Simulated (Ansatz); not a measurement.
Competing hops of Sc-vacancy pair in zinc-blende AlP, charge state -3

Defect migration in zinc-blende AlP: Sc-vacancy pair (Sc on one host Al site, one Al site vacant), charge state -3. All values below come from PBE, PAW (plane waves to 420 eV; Ansatz, an electronic-structure program).

Cell of 64 host sites held at the relaxed PBE lattice; a 2×2×2 k-point mesh shifted by half a step; Fermi-Dirac width 0.01 eV, spin-restricted; finite-size errors left in. Static, classical nuclei. The charge state is imposed; whether it is stable for some Fermi level was not computed. Forms of the defect that were not tried may lie lower.

Barriers: single points on a 3×3×3 k-point mesh shifted by half a step at the bands' geometries.

```csv
Route,Start site over the lowest site run (eV),Hop (Å),Forward barrier (eV),Backward barrier (eV),Neighbours at the start,Neighbours at the saddle,Saddle order,"Forward, on the band's own sampling (eV)"
one Al atom jumps into the vacancy from a nearby Al site (Sc-vacancy distance between ideal sites 3.90 → 6.75 Å),0.00,3.68,1.50,1.39,"P at 2.33, 2 P at 2.41, P at 2.42 Å","P at 2.27, P at 2.46, P at 2.54, P at 2.83, P at 2.93 Å",first order,1.50
one Al atom jumps into the vacancy from a nearby Al site (Sc-vacancy distance between ideal sites 3.90 Å throughout),0.00,3.78,1.70,1.70,"P at 2.33, 2 P at 2.40, P at 2.42 Å","P at 2.27, 2 P at 2.63, P at 2.75, P at 2.76 Å",first order,1.70
```

Paths come from CI-NEB runs.   A further band (the Sc atom itself jumps into the vacancy (Sc-vacancy distance between ideal sites 3.90 Å throughout), 3.60 Å) gave 0.37 eV forward on its own sampling, 0.37 eV above the lowest site run, but a shoulder points to a second hump between its images, so it is not taken as a result.

The whole set of runs took about 6 core-hours (a rough figure).
